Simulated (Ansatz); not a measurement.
For stishovite (SiO2), PBE-D4 (Ansatz, an electronic-structure program, PAW) gives:

- lattice constant a: 4.204 Å
- c axis length: 2.682 Å
- bulk modulus B0: 278 GPa
- cohesive energy: 6.45 eV/atom
- band gap: 5.31 eV

**Question.** What does r²SCAN+rVV10 (Ansatz, plane waves, PAW) give for the same quantities?

**Answer.** 
- lattice constant a: 4.176 Å (decreases by 0.7 %)
- lattice parameter c: 2.668 Å (shrinks by 0.5 %)
- bulk modulus: 309 GPa (rises by 11 %)
- cohesive energy: 6.47 eV/atom (stays essentially unchanged)
- band gap: 6.56 eV (grows by 1.25 eV)

For comparison: lattice constant a 4.179 Å (measured, room temperature, no zero-point or thermal correction; as tabulated in Hiroi (2015), arXiv:1503.02262); lattice parameter c 2.665 Å (measured, room temperature, no zero-point or thermal correction; as tabulated in Hiroi (2015), arXiv:1503.02262); bulk modulus 310 ± 1 GPa (measured, 300 K, not corrected to a static lattice; as tabulated in arXiv:1001.2066).

Changes are worked out from the printed values.

Unless a cell is named, each level is at its own relaxed cell (PBE-D4 7.90, r²SCAN+rVV10 7.75 Å³/atom).

Density-functional gaps are differences of (generalised) Kohn–Sham levels.

Ansatz's density-functional and Hartree–Fock values are scalar-relativistic unless marked +SOC, with PAW data made under PBE.
